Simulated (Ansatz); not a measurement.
Input:

```xyz
5
Lattice="3.8911 -0.0883 0.0000 -0.0883 3.8911 0.0000 0.0000 0.0000 3.8911" Properties=species:S:1:pos:R:3 pbc="T T T"
Sr     0.0000     0.0000     0.0000
Ti     1.9014     1.9014     1.9455
O     -0.0442     1.9455     1.9455
O      1.9014     1.9014     0.0000
O      1.9455    -0.0442     1.9455
```

No spin polarisation.

Method: PBEsol (Ansatz, a program for electronic structure, PAW, no spin-orbit coupling). k-mesh 9×9×9 (Γ-centred); smearing 0.05 eV (Fermi–Dirac).

Predict the gap character, stress, band gap and space group.

The gap character is indirect, T → Γ, the stress (xx, yy, zz, yz, xz, xy; compression positive) is (0.20, 0.20, 0.13, 0.00, 0.00, 5.21) GPa and the band gap is 1.74 eV. The space group is Cmmm (No. 65).

The cells carry an imposed strain or load. Stability against distortions was not tested. The final runs are not spin-polarised. The cell was made from SrTiO$_{3}$ in the cubic perovskite structure (space group Pm-3m, No. 221) by this change: tensor shear ε_xy = −2.27 %. Many cubic perovskites are stable only at high temperature; tilts and polar distortions were not tested.
